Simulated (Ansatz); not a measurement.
Results of r²SCAN in Ansatz (PAW) for Hf (P6/mmm, No. 191, 3 atoms in the cell; start mp-1009460; another form than the element's usual one).

Numerical settings: plane-wave cutoff 560 eV, 12×12×18 k mesh (along the axes of the cell as run), Fermi–Dirac smearing 0.05 eV, scalar-relativistic PAW data made under PBE.

Cell (relaxed at this level):

Hf is taken in the hexagonal space group P6/mmm (No. 191), Pearson symbol hP3. Lattice parameters: a = b = 4.9729 Å, c = 3.0897 Å, α = β = 90.00°, γ = 120.00°. Hf1 on 2d has 3 Hf at 2.871 Å and 2 Hf at 3.090 Å and 6 Hf at 3.260 Å. Hf2 on 1a sees 2 Hf at 3.090 Å and 12 Hf at 3.260 Å. (Neighbours: up to the widest gap in distance over summed covalent radii, below 1.35, at either atom.)

### Question
Give the computed bulk modulus.

### Answer

* **bulk modulus**: 111 GPa

The run finds no gap.

Note: the bulk modulus is −V dP/dV from two relaxed cells at ±2 % in volume; the relaxation could not lower the start's symmetry, so the cell can be a saddle point above a distorted one.

Spin–orbit coupling is not included.

A start named mp-… is a Materials Project structure, which need not be a measured phase.

Ansatz is an electronic-structure program.
